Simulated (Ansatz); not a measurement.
Terminations of the (100) surface of fcc Rh, measured from the surface 'clean 1x1'. Atoms come from or go to: Ag: fcc Ag, Au: fcc Au, Ir: fcc Ir, Mo: bcc Mo, Nb: bcc Nb, Ni: fcc Ni, ferromagnetic, Os: hcp Os, Re: hcp Re, Rh: fcc Rh, Ru: hcp Ru, Si: silicon, Ti: hcp Ti. ΔE is the energy of forming the row's surface from that one (negative: more stable at these reservoirs); the vacuum level's shift is aligned on the shared bottom. No zero-point or thermal terms. These are constructed structures in small cells; real faces may alloy, dewet or reconstruct in larger ones, and not all known structures of the face are among them. Slabs of about 10 Å with all that they carry, Fermi-Dirac smearing of 0.1 eV. Bottom of the slabs: a bare face, its two planes held. Relaxed from the named starts with such symmetry as they have, on meshes of like density; energies extrapolated to zero smearing; no spin-orbit coupling, no U. Spin-polarised runs, if any, are marked in brackets, and their order is one that fits the cell; the others ran without spin. A dash marks a value that is undefined for that row (no clear gap, or no work function of a gapped slab) or was not read reliably on its mesh.

Calculation: PBE (plane waves to 420 eV, PAW; Ansatz, a program for electronic structure).

```csv
surface,atoms added per 1x1,ΔE per 1x1 (eV),shift of the vacuum level (eV),work function (eV)
a layer of Si in place of the second plane,"-1 Rh, +1 Si",-1.84,-0.12,4.89
a pseudomorphic layer of Si in the host's stacking,+1 Si,-1.03,0.38,5.45
a layer of Ag in place of the second plane,"+1 Ag, -1 Rh",0.73,0.13,5.22
a pseudomorphic layer of Mo in the host's stacking,+1 Mo,0.28,-0.23,4.84
a layer of Os in place of the second plane,"+1 Os, -1 Rh",-0.06,-0.30,4.72
"a layer of Ni in place of the second plane [spin, 0.7 μB a cell]","+1 Ni, -1 Rh",0.14,0.04,5.11
a pseudomorphic layer of Ir in the host's stacking,+1 Ir,0.22,0.50,5.56
a pseudomorphic layer of Ru in the host's stacking,+1 Ru,…,-0.01,5.06
a layer of Nb in place of the second plane,"+1 Nb, -1 Rh",…,-0.65,4.38
a pseudomorphic layer of Re in the host's stacking,+1 Re,…,0.19,5.25
a layer of Au in place of the second plane,"+1 Au, -1 Rh",…,0.13,5.22
a pseudomorphic layer of Ti in the host's stacking,+1 Ti,-0.64,-0.62,4.45
```

Complete the blanks.


- a pseudomorphic layer of Ru in the host's stacking, ΔE per 1x1 (eV): 0.47
- a layer of Nb in place of the second plane, ΔE per 1x1 (eV): -1.09
- a pseudomorphic layer of Re in the host's stacking, ΔE per 1x1 (eV): 0.61
- a layer of Au in place of the second plane, ΔE per 1x1 (eV): 0.59
